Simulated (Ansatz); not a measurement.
Br on the 1x1 (111) surface of fcc Pt, one in a 2x2 cell, energies for each (27.3 Å²). Energies are against ½ Br2(g), without zero-point or thermal terms; each row is named by its start.

Computed with PBE (plane waves to 420 eV, PAW; Ansatz, a program for electronic structure).

### Question
Which site binds most strongly?
A) top Pt
B) hollow Pt-Pt-Pt over Pt at depth 2.3 Å
C) hollow Pt-Pt-Pt over Pt at depth 4.6 Å

### Answer
C, hollow Pt-Pt-Pt over Pt at depth 4.6 Å. Adsorption energies: hollow Pt-Pt-Pt over Pt at depth 4.6 Å -1.14 eV; hollow Pt-Pt-Pt over Pt at depth 2.3 Å -1.02 eV; top Pt -0.93 eV.
